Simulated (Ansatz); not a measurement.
Consider PbTe in the rock salt structure (space group Fm-3m, No. 225; a = 6.5343 Å). Axes: x, y, z lie along the cube axes.

All numbers come from r2SCAN, PAW, 500 eV (Ansatz, an electronic-structure program; no spin-orbit coupling).

Strains are applied to the cell and any free atomic positions relax.

One change was made to it. Results:

| quantity | base | after |
|---|---|---|
| band gap | 1.09 eV | 0.97 eV |
| pressure (mean of the normal stresses, compression positive) | 0.00 GPa | 0.01 GPa |

**Question.** Which change produced these results?
A. tensor shear ε_xy = +1.14 %
B. tensor shear ε_xy = +1.71 %
C. tensor shear ε_xy = +0.29 %
D. tensor shear ε_xy = +0.57 %

**Answer.** A, tensor shear ε_xy = +1.14 %. For comparison, the band gap in the other runs: tensor shear ε_xy = +1.71 % gives 0.90 eV; tensor shear ε_xy = +0.29 % gives 1.06 eV; tensor shear ε_xy = +0.57 % gives 1.03 eV.

With Pb and Te present, leaving out spin-orbit coupling can change the band edges. Stability against distortions was not tested.
